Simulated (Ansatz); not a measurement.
PtSb in the NiAs type structure (space group P6_3/mmc, No. 194)

```
CELL_PARAMETERS angstrom
      4.16937     0.00000     0.00000
     -2.08468     3.61078     0.00000
      0.00000     0.00000     5.47348
ATOMIC_POSITIONS crystal
  Sb 0.66667 0.33333 0.75000
  Sb 0.33333 0.66667 0.25000
  Pt 0.00000 0.00000 0.50000
  Pt 0.00000 0.00000 0.00000
```

Calculations: PBEsol (Ansatz, an electronic-structure program, PAW, spin-orbit coupling left out). k-mesh 13×13×9 (Γ-centred); smearing 0.05 eV (Fermi–Dirac).

| Quantity | Result |
|---|---|
| Volume per atom | 20.60 Å³ |
| Density | 12.77 g/cm³ |
| Band gap | zero |
| Total energy | -9396.365 eV/atom (σ→0; compares only within this code and set-up) |

Whether these cells are dynamically stable was not tested. All final runs are without spin polarisation.
